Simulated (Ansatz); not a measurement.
End structure of a constructed model of the (0001) surface of hcp Os, a layer of Pd in place of the second plane (bottom of the slab: a bare face, its two planes held):

```yaml
crystal:
  lattice:
    - [2.75423, 0.00000, 0.00000]
    - [-1.37712, 2.38523, 0.00000]
    - [0.00000, 0.00000, 27.00000]
  atoms:
    - { symbol: Os, position: [0.66667, 0.33333, 0.29988] }
    - { symbol: Os, position: [0.33333, 0.66667, 0.38038] }
    - { symbol: Os, position: [0.66667, 0.33333, 0.46060] }
    - { symbol: Os, position: [0.33333, 0.66667, 0.53939] }
    - { symbol: Pd, position: [0.66667, 0.33333, 0.62494] }
    - { symbol: Os, position: [0.33333, 0.66667, 0.70721] }
```

Model: 6-atom slab, 10.8 Å thick at the start, 16x16x1 mesh, Fermi-Dirac 0.1 eV, dipole correction, 2 atoms held, the rest relaxed; held to the start's symmetry, so lower structures may exist; no spin, no spin-orbit, no U. It is one candidate, not shown to be the stable structure of the face.

What work function of the top face does PBE run with Ansatz (a quantum-chemistry and plane-wave program) give?

5.67 eV
